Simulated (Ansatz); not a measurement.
AlPO4 (I-4, No. 82; cell taken from a computed entry)

These are LDA (plane waves, PAW; Ansatz, a first-principles code) values and carry that method's errors.

Run with plane-wave cutoff 520 eV, 10×10×10 k mesh, perturbation theory, scalar-relativistic PAW data made under PBE.

Cell (relaxed at this level):

```cif
data_AlO4P
_chemical_formula_sum 'Al1 P1 O4'
_space_group_name_H-M_alt 'P 1'
_space_group_IT_number 1
_cell_length_a 5.08560
_cell_length_b 5.08560
_cell_length_c 5.08560
_cell_angle_alpha 121.452
_cell_angle_beta 121.452
_cell_angle_gamma 87.503
loop_
_space_group_symop_operation_xyz
  'x, y, z'
loop_
_atom_site_label
_atom_site_type_symbol
_atom_site_fract_x
_atom_site_fract_y
_atom_site_fract_z
_atom_site_occupancy
Al1 Al 0.00000 0.00000 0.00000 1
P1 P 0.75000 0.25000 0.50000 1
O1 O 0.96911 0.59886 0.83197 1
O2 O 0.40114 0.23312 0.37025 1
O3 O 0.76688 0.13713 0.16803 1
O4 O 0.86287 0.03089 0.62975 1
```

```
Quantity                                                      Value
------------------------------------------------------------  -----
electronic dielectric constant ε∞ (mean over three axes)       2.19
dielectric constant ε0 (ions relaxed) (mean over three axes)   3.81
```

Note: the relaxation could not lower the start's symmetry, so the cell can be a saddle point above a distorted one.

It cost roughly 90 core-minutes of CPU time.
